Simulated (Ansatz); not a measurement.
The parent structure is PtTe2 (space group P-3m1, No. 164; a = 4.0090 Å, c = 4.9600 Å; layered; relaxed with 0.1 eV smearing). Axes: x lies along a and z along c of the hexagonal cell.

Computed with plane-wave PAW DFT at the PBEsol-D3(BJ) level (Ansatz, a program for electronic structure, 420 eV), spin-orbit coupling left out.

Base values:

The pressure comes out as 0.0 GPa and the band gap is zero.

Perturbation: uniaxial strain ε_zz = +0.50 %, all other strain components held at zero; the atoms relax in the strained cell.

Problem. Predict the new pressure.

Solution. The pressure (mean of the normal stresses, compression positive) goes from zero to -0.4 GPa.

Problem. Estimate the effect on the energy relative to the base.

Solution. The energy hardly moves.

Problem. Estimate the effect on the band gap.

Solution. The band gap remains zero.

Whether these cells are dynamically stable was not tested. All final runs are without spin polarisation.
